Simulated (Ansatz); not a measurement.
Results of PBEsol (plane waves, PAW; Ansatz, a program for electronic structure) for AlN (model structure, Fm-3m, No. 225, 6 atoms in the cell; like a known high-pressure phase).

Input:

Ansatz 0.2 input:
```yaml
crystal:
  lattice:
    - [2.8604317706, -0.0000002663, 0.0]
    - [-1.4302156547, 2.4772067123, 0.0]
    - [0.0, 0.0, 7.0065918447]
  atoms:
    - { symbol: Al, position: [0.6666634735, 0.0, 0.6666666667] }
    - { symbol: Al, position: [0.0, 0.6666634735, 0.3333333333] }
    - { symbol: Al, position: [0.3333365265, 0.3333365265, 0.0] }
    - { symbol: N, position: [0.6666668031, 0.0, 0.1666666667] }
    - { symbol: N, position: [0.0, 0.6666668031, 0.8333333333] }
    - { symbol: N, position: [0.3333331969, 0.3333331969, 0.5] }
basis:
  ecutwfc: 520
  ecutrho_ratio: 4
  xc_grid: 2
kpoints:
  mp_grid: { grid: [12, 12, 6] }
  band_path:
    path:
      - [0.0, 0.0, 0.0]
      - [0.0, 0.03125, 0.0625]
      - [0.0, 0.0625, 0.125]
      - [0.0, 0.09375, 0.1875]
      - [0.0, 0.125, 0.25]
      - [0.0, 0.15625, 0.3125]
      - [0.0, 0.1875, 0.375]
      - [0.0, 0.21875, 0.4375]
      - [0.0, 0.25, 0.5]
      - [0.0, 0.28125, 0.5625]
      - [0.0, 0.3125, 0.625]
      - [0.0, 0.34375, 0.6875]
      - [0.0, 0.375, 0.75]
      - [0.0, 0.40625, 0.8125]
      - [0.0, 0.4375, 0.874999]
      - [0.0, 0.46875, 0.937499]
      - [0.0, 0.5, 0.999999]
      - [0.0, 0.475, 1.099999]
      - [0.0, 0.45, 1.199999]
      - [0.0, 0.425, 1.299999]
      - [0.0, 0.4, 1.399999]
      - [0.0, 0.375, 1.499999]
      - [0.375, 0.0, 1.499999]
      - [0.352942, 0.0, 1.411763]
      - [0.330883, 0.0, 1.323528]
      - [0.308824, 0.0, 1.235293]
      - [0.286765, 0.0, 1.147058]
      - [0.264706, 0.0, 1.058823]
      - [0.242647, 0.0, 0.970587]
      - [0.220589, 0.0, 0.882352]
      - [0.19853, 0.0, 0.794117]
      - [0.176471, 0.0, 0.705882]
      - [0.154412, 0.0, 0.617646]
      - [0.132353, 0.0, 0.529411]
      - [0.110294, 0.0, 0.441176]
      - [0.088235, 0.0, 0.352941]
      - [0.066177, 0.0, 0.264706]
      - [0.044118, 0.0, 0.17647]
      - [0.022059, 0.0, 0.088235]
      - [0.0, 0.0, 0.115385]
      - [0.0, 0.0, 0.230769]
      - [0.0, 0.0, 0.346154]
      - [0.0, 0.0, 0.461538]
      - [0.0, 0.0, 0.576923]
      - [0.0, 0.0, 0.692307]
      - [0.0, 0.0, 0.807692]
      - [0.0, 0.0, 0.923076]
      - [0.0, 0.0, 1.038461]
      - [0.0, 0.0, 1.153845]
      - [0.0, 0.0, 1.26923]
      - [0.0, 0.0, 1.384615]
      - [0.0, 0.0, 1.499999]
      - [0.022728, 0.022727, 1.499999]
      - [0.045455, 0.045454, 1.499999]
      - [0.068182, 0.068182, 1.499999]
      - [0.090909, 0.090909, 1.499999]
      - [0.113637, 0.113636, 1.499999]
      - [0.136364, 0.136363, 1.499999]
      - [0.159091, 0.159091, 1.499999]
      - [0.181819, 0.181818, 1.499999]
      - [0.204546, 0.204545, 1.499999]
      - [0.227273, 0.227273, 1.499999]
      - [0.25, 0.25, 1.499999]
      - [0.214286, 0.285714, 1.42857]
      - [0.178572, 0.321428, 1.357142]
      - [0.142858, 0.357143, 1.285713]
      - [0.107143, 0.392857, 1.214285]
      - [0.071429, 0.428571, 1.142856]
      - [0.035715, 0.464286, 1.071428]
    npoints: 1
hamiltonian:
  xc: pbesol
  dispersion: none
  pseudopotentials: { kind: paw }
scf:
  occupations: { method: fermi_dirac, width: 0.01 }
  convergence: { dr2_threshold: 0.0000000006 }
output:
  forces: true
  stress: true
  eigenvalues: true
  write_bands: true
```

Output (set-up and result lines):

```
WARN the atoms were moved onto the symmetric positions of the space group found under crystal.symmetry.tolerance 1.0e-5 (fractional …
Crystal: 6 atoms, lattice volume = 49.648 Å³
Basis set: ecut = 520 eV, 1359 PW (Γ), exchange–correlation on 48×48×108 points (8 copies of the dense FFT grid, shifted against one another)
Bands: 18, of which v1, the nominal top of the filled ones, is band 12 counted from 1 (11 counted from 0)
Symmetry: 36 space group operations
Space group: Fm-3m (ITA 225), of the structure as read, at distance tolerance 3.7e-5 Å
k-points: 100 of 864
Functional: x = pbesol(κ = 0.804, μ = 0.12345679012345678), c = pbesol(β = 0.046)
SCF iter   1: F=—  HF=-2717.291824 eV  |F-HF|=—  |Δ(HF+E_count)|=         —  Δρ=1.09e-2  dr2=5.60e-2
SCF iter   2: F=—  HF=-2717.273827 eV  |F-HF|=—  |Δ(HF+E_count)|=   1.80e-2  Δρ=1.89e-3  dr2=1.32e-3
  ...
SCF iter   5: F=—  HF=-2717.273584 eV  |F-HF|=—  |Δ(HF+E_count)|=   1.50e-6  Δρ=3.56e-6  dr2=3.23e-9
SCF iter   6: F=-2717.273584 eV  HF=-2717.273584 eV  |F-HF|=3.18e-12  |Δ(HF+E_count)|=  4.93e-10  Δρ=2.62e-7  dr2=5.45e-12
SCF 1 converged in 6 iterations: F = -2717.273584 eV  dr2 = 5.45e-12
SCF converged after 6 iterations
Free energy (F): -2717.273584 eV
Internal energy: -2717.273584 eV  (E = F + TS)
E sigma→0 (E₀):  -2717.273584 eV
Fermi energy:    13.396929 eV
--- Stress (GPa, compression-positive) ---
        0.008128       0.000000      -0.000000
        0.000000       0.008128      -0.000000
       -0.000000       0.000000       0.008614
  P = ⅓ Tr σ = 0.0083 GPa (0.083 kbar)
```

The PAW data were made under PBE.

The result took about 11 core-seconds (a rough figure).

A model structure was made by putting elements into a prototype or built by hand; it is no filed structure, need not be a known phase, and can be a saddle point held by its symmetry.
